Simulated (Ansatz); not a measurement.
The parent structure is LiNbO3 (space group R3c, No. 161).

```xyz
10
Lattice="2.5673 1.4822 4.6080 -2.5673 1.4822 4.6080 0.0000 -2.9645 4.6080" Properties=species:S:1:pos:R:3 pbc="T T T"
Li     0.0000     0.0000     3.8815
Li     0.0000     0.0000    10.7936
Nb     0.0000     0.0000    13.8019
Nb     0.0000     0.0000     6.8898
O     -0.6435    -1.4348     5.4740
O      1.5643     0.1601     5.4740
O     -0.9208     1.2747     5.4740
O     -1.6465    -0.2076     7.7780
O      0.6435     1.5297     7.7780
O      1.0030    -1.3222     7.7780
```

Cartesian axes are those of the cell as printed.

All numbers come from DFT with PBEsol, PAW potentials and a 420 eV plane-wave cutoff in Ansatz (a quantum-chemistry and plane-wave program), no spin-orbit coupling.

Base values:

```
Item        Result
--------  --------
Pressure  0.00 GPa
```

Perturbation: biaxial strain +0.75 %, plane normal [001], relaxed out of plane (Cartesian); in-plane vectors clamped, the third vector and the atoms free.

### Question
What does the calculation give for the out-of-plane strain, energy relative to the base and pressure after the change?

### Answer
The out-of-plane strain amounts to -0.43 %; the energy goes up by 0.8 meV/atom; the pressure (mean of the normal stresses, compression positive) goes from zero to -1.07 GPa.

Stability against distortions was not tested.
